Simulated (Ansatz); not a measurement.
Base system: HgTe in the zinc blende structure (space group F-43m, No. 216; a = 6.510 Å). Axes: x, y, z lie along the cube axes.

All numbers come from PBEsol in Ansatz (plane waves to 420 eV, PAW, no spin-orbit coupling), earlier PAW set.

Strains are applied to the cell and any free atomic positions relax; under biaxial strain the out-of-plane vector relaxes too.

One change was made to it. Results:

```tsv
quantity	base	after
pressure	0.0 GPa	-1.1 GPa
energy relative to the base (free energy F)	0 meV/atom	+3.8 meV/atom
```

Question: What was done to the base?
A. biaxial strain +0.53 %, plane normal [001], relaxed out of plane
B. isotropic strain +2.91 %
C. biaxial strain +3.44 %, plane normal [110], relaxed out of plane
D. isotropic strain +0.98 %

Answer: D, isotropic strain +0.98 %. For comparison, the energy relative to the base in the other runs: biaxial strain +0.53 %, plane normal [001], relaxed out of plane gives +0.2 meV/atom; isotropic strain +2.91 % gives +31 meV/atom; biaxial strain +3.44 %, plane normal [110], relaxed out of plane gives +17 meV/atom.

A biaxial case was relaxed in a doubled cell and then solved in the primitive one. The mesh was chosen for an insulator and is coarse for the gapless case. No phonon test of stability was made. The final runs are not spin-polarised.

Ansatz is a program for electronic structure.
